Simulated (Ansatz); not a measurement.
# Phonons of CsPbCl₃ (cubic perovskite, Pm-3m) at temperature

Method: the stochastic self-consistent harmonic approximation in a 2×2×2 supercell, PBEsol density-functional theory in Ansatz (plane waves, PAW). The cell was generated from a structure type, relaxed within its symmetry, and need not be the phase found at ambient conditions. Spin-orbit coupling is not included. The cell is fixed at its relaxed static size. Melting and transitions to other phases are not modelled. Frequencies in cm⁻¹ at q = (0.00, 0.50, 0.50) (fractions of the primitive reciprocal vectors), each column in ascending order, rows equal in every column written once; i marks an imaginary mode. The auxiliary (Gaussian) frequencies are positive by construction; the free-energy Hessian decides stability.

| harmonic | Gaussian 300 K | Hessian 300 K | Gaussian 600 K | Hessian 600 K |
|---|---|---|---|---|
| 50i | 24 | 20i | 34 | 13i |
| 25i | 33 | 20 | 37 | 23 |
| 25i | 36 | 26 | 38 | 29 |
| 8 | 36 | 26 | 40 | 29 |
| 34 | 36 | 35 | 40 | 36 |
| 37 | 60 | 51 | 68 | 55 |
| 42 | 65 | 55 | 71 | 58 |
| 85 | 101 | 93 | 102 | 95 |
| 101 | 101 | 96 | 102 | 95 |
| 101 | 101 | 96 | 106 | 95 |
| 133 | 135 | 128 | 145 | 133 |
| 220 | 209 | 200 | 209 | 195 |
| 259 | 250 | 240 | 252 | 236 |

```
Quantity                                                                      Result
-------------------------------------------------------------------  ---------------
pressure at 300 K in this cell                                       0.33 ± 0.01 GPa
pressure at 600 K in this cell                                       0.71 ± 0.01 GPa
pressure near 300 K by path-integral sampling of the fitted surface         0.08 GPa
pressure near 600 K by path-integral sampling of the fitted surface         0.49 GPa
static pressure                                                             0.09 GPa
```

Over all wave vectors of the supercell the softest harmonic mode is 51i cm⁻¹ at q = (0.50, 0.50, 0.50); the softest of the Hessian is 20i cm⁻¹ at q = (0.00, 0.50, 0.50) at 300 K (error 1; the run's verdict: unstable), 13i cm⁻¹ at q = (0.00, 0.50, 0.50) at 600 K (error 17; the run's verdict: undecided).

Ansatz is a program for electronic structure.
